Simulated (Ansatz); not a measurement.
Start from AlN in the zinc blende structure (space group F-43m, No. 216).

```
CELL_PARAMETERS angstrom
      0.00000     2.18884     2.18884
      2.18884     0.00000     2.18884
      2.18884     2.18884     0.00000
ATOMIC_POSITIONS crystal
  Al 0.00000 0.00000 0.00000
  N  0.25000 0.25000 0.25000
```

Calculations: Ansatz (a first-principles code), PBEsol, PAW, cutoff 420 eV, scalar-relativistic without spin-orbit coupling.

The change: every N is replaced by As, then cell and atoms are relaxed.

Measured band gap: AlN 5.34 eV (temperature not stated; as listed in Daiki Deguchi et al., Japanese Journal of Applied Physics (2016)); AlAs 2.28 eV (static lattice; corrected from measurement; as listed in Wei Chen et al., Physical Review Materials (2018)).

Task: How well does PBEsol reproduce the measured shift?

Result: With PBEsol the band gap moves by -1.85 eV (3.19 → 1.34) against -3.06 eV measured. The two measured values stand on different bases (one corrected, one not), which blurs small differences.

Gaps are read on the SCF mesh and a high-symmetry path. Stability against distortions was not tested. This is not the structure that AlN has at room temperature and ambient pressure.
